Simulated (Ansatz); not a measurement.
# Response to strain in TiO2

Consider TiO₂ in the anatase structure (space group I4_1/amd, No. 141).

```xyz
6
Lattice="-1.8994 1.8994 4.8504 1.8994 -1.8994 4.8504 1.8994 1.8994 -4.8504" Properties=species:S:1:pos:R:3 pbc="T T T"
Ti     0.0000     1.8994     2.4252
Ti     0.0000     0.0000     0.0000
O      0.0000     1.8994     0.4224
O      0.0000     0.0000     7.6979
O      0.0000     0.0000     2.0028
O      0.0000     1.8994     4.4279
```

Cartesian axes are those of the cell as printed.

Strains are applied to the cell and any free atomic positions relax.

Calculations: PBE (Ansatz, a first-principles code, PAW, without spin-orbit coupling).

Notes on the quantities. energy relative to the base: free energy F.

| uniaxial strain ε_zz (%) | energy relative to the base (meV/atom) |
|---|---|
| 0 | 0.0 |
| 0.6 | ? |
| 1.2 | 1.0 |
| 1.8 | 2.2 |
| 2.4 | 3.9 |
| 3 | 6.1 |

Task: Fit ΔE = Aε² + Bε³ (ε in %) to the rows shown and predict the withheld row.

Result: Least squares on the printed values gives A = 0.685 and B = -0.0024 meV/atom (largest residual 0.0 meV/atom); this predicts 0.2 meV/atom, and the run gives 0.3 meV/atom, in agreement.

Whether these cells are dynamically stable was not tested. The final runs are not spin-polarised.
